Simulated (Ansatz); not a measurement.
Consider this model of amorphous Zr$_{6}$Si$_{16}$O$_{44}$.

```xyz
66
Lattice="10.1587 0.2149 -0.0019 0.2149 9.8206 -0.2533 -0.0019 -0.2533 9.9918" Properties=species:S:1:pos:R:3 pbc="T T T"
Zr     1.1590     8.3351     0.3258
Zr     2.7874     3.8285     4.9678
Zr     5.0368     3.6852     8.0976
Zr     2.9398     8.1263     5.7910
Zr     9.9798     9.2302     3.4223
Zr     5.5620     7.1034     0.1342
Si     5.5478     0.7347     1.0188
Si     1.3774     5.8253     2.7514
Si     7.8133     5.3709     6.7360
Si     8.8926     5.8018     9.3859
Si     0.4106     0.6389     8.5678
Si     0.5977     1.0854     5.5510
Si     7.3770     8.1708     5.4193
Si     8.6430     1.3833     0.9900
Si     2.9719     4.4085     0.5129
Si     5.2419     0.5139     6.6247
Si     3.0238     6.1928     8.4999
Si     9.0256     4.2699     1.7951
Si     5.1854     1.9764     3.8416
Si     5.3366     6.8294     3.6396
Si     7.0421     4.3876     4.0674
Si     2.5857     1.4832     0.3889
O      3.8067     4.0137     6.5968
O      5.3438     1.7311     7.6838
O      4.8295     1.0943     5.1547
O      1.0043     7.4527     2.5559
O      6.7103     4.4256     7.4602
O      7.0258     1.3898     0.6971
O      4.5614     4.2444     0.1437
O      8.8630     8.3700     4.7498
O      0.7497     8.8539     8.5346
O      2.9150     7.3004     9.7217
O      5.2282     6.7505     2.0364
O      3.9488     7.3222     4.3518
O      3.9480     3.0125     3.6058
O      5.3551     0.9063     2.6317
O      1.8642     0.2813     1.2149
O      1.8588     5.4900     4.2738
O      6.4661     7.9149     4.0878
O      5.7942     9.0166     0.2724
O      6.5626     2.8304     4.0925
O      1.5825     2.3359     5.3656
O      2.4168     6.7287     7.0932
O      4.6603     6.0208     8.4098
O      8.1280     4.6836     5.2703
O      0.1230     4.8319     2.4681
O     10.1503     1.2478     7.0474
O      8.9399     4.6354     0.2172
O      7.3939     6.4045     9.6767
O      9.3733     1.3576     9.5471
O      2.5880     5.4674     1.7041
O      1.5154     9.3848     4.9365
O      9.6104     1.2342     4.4003
O      5.7206     5.3514     4.2585
O      6.8671     9.4932     6.2332
O      9.4063     9.8050     1.4968
O      1.8997     1.2793     8.8685
O      2.3659     4.7783     9.0624
O     10.0544     7.0453    -0.0646
O      9.0768     5.4844     7.7732
O      9.0857     2.6470     1.9274
O      4.2229     1.3711     0.2931
O      7.7048     4.7646     2.6280
O      7.3122     6.9110     6.4462
O      2.2798     2.9997     0.9537
O      4.2327     9.2558     6.6939
```

These are PBE, scalar-relativistic without spin-orbit coupling (plane waves to 420 eV, PAW; Ansatz, a program for electronic structure) values and carry that method's errors.

Preparation: random packing, a CHGNet melt and quench, and a DFT relaxation. O atoms were pushed apart under 1.9 Å during the dynamics, to hinder bonds among them. The hot cell started wider than the set density and was brought back towards it in steps. It is the lowest in DFT energy of 8 quenches. It is a model cell: composition and starting density were chosen by hand, and all elements were melted together. No dispersion term was used. Its density started from a set value of 3.13 and ended at 2.84 g/cm³. The quench (nominally 91 K/ps over its main leg) was far faster than any real one, so the model tends to hold more defects than a real film. A cell of this size samples the disorder only roughly. Volume and shape were free in the relaxation.

Bonds are counted up to Zr-Zr 3.41 Å, Zr-Si 2.93 Å, Zr-O 2.78 Å, Si-Si 2.60 Å, Si-O 1.90 Å, O-O 1.58 Å. Two cations that share two anions don't count as bonded, nor two that share one unless they lie closer than Zr-Zr 3.32 Å, Zr-Si 2.85 Å, Si-Si 2.38 Å.

**Question.** Give the coordination numbers, mean bond lengths and angles.

**Answer.** 
| Item | Result |
|---|---|
| Mean coordination of Zr by anions | 4.83 (2 with 4, 3 with 5, 1 with 6) |
| Mean coordination of Si by anions | 4.00 (16 with 4) |
| Mean coordination of O | 2.11 (39 with 2, 5 with 3) |
| Mean Si-O bond | 1.638 Å (spread 0.019 Å, 64 counted) |
| Mean Zr-O bond | 2.083 Å (spread 0.198 Å, 29 counted) |
| Bond angle at Zr | mean 106.1°, spread 24.9° |
| Bond angle at Si | mean 109.4°, spread 3.9° |
| Bond angle at O | mean 134.4°, spread 20.4° |

**Question.** Which atoms depart from the most common coordination of their element?

**Answer.** Zr1 has 6 (O31 1.99 Å, O59 2.00 Å, O32 2.01 Å, O37 2.09 Å, O26 2.40 Å, O56 2.57 Å); Zr2 has 4 (O23 1.93 Å, O42 1.96 Å, O35 1.97 Å, O38 2.03 Å); Zr4 has 4 (O34 1.93 Å, O66 1.94 Å, O43 1.98 Å, O52 2.08 Å); O26 has 3 (Si8 1.68 Å, Zr5 2.14 Å, Zr1 2.40 Å); O32 has 3 (Si17 1.65 Å, Zr1 2.01 Å, Zr6 2.71 Å); O44 has 3 (Si17 1.65 Å, Zr6 2.11 Å, Zr3 2.39 Å); O52 has 3 (Si12 1.71 Å, Zr4 2.08 Å, Zr5 2.30 Å); O56 has 3 (Si14 1.68 Å, Zr5 2.09 Å, Zr1 2.57 Å).

**Question.** List the pairs of like atoms that count as bonded by the rules above.

**Answer.** There are none by these rules.
